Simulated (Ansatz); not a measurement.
An ideal cubic perovskite cell is held by its symmetry; such compounds can tilt or shift off centre at room temperature. The starting structures come from a database of crystals and need not be the phases stable at ambient conditions.

Tunnelling through a barrier is set by its complex band structure: the current falls as exp(−2κd) with the smallest κ.

Here is the system:

```yaml
crystal:
  lattice:
    - [3.94864, 0.00000, 0.00000]
    - [0.00000, 3.94864, 0.00000]
    - [0.00000, 0.00000, 3.94864]
  atoms:
    - { symbol: Li, position: [0.50000, 0.00000, 0.00000] }
    - { symbol: Li, position: [0.00000, 0.50000, 0.00000] }
    - { symbol: Li, position: [0.00000, 0.00000, 0.50000] }
    - { symbol: Br, position: [0.50000, 0.50000, 0.50000] }
    - { symbol: O, position: [0.00000, 0.00000, 0.00000] }
```

The cell is taken as given.

Transport runs along the normal of the first two printed cell vectors, the (001) plane of the conventional cell.

The gap is the functional's own. No spin-orbit coupling. Mid-gap values are those at the computed energy nearest the middle.

**Question.** Estimate the band gap and the smallest decay constant κ at mid-gap that PBEsol run with Ansatz (a quantum-chemistry and plane-wave program) returns for this system.

**Answer.** Gap 4.31 eV on a 8×8×8 mesh; κ = 0.294 1/Å, at (0.500, 0.500) of the in-plane reciprocal vectors. At the zone centre the slowest state has κ = 0.34 1/Å.
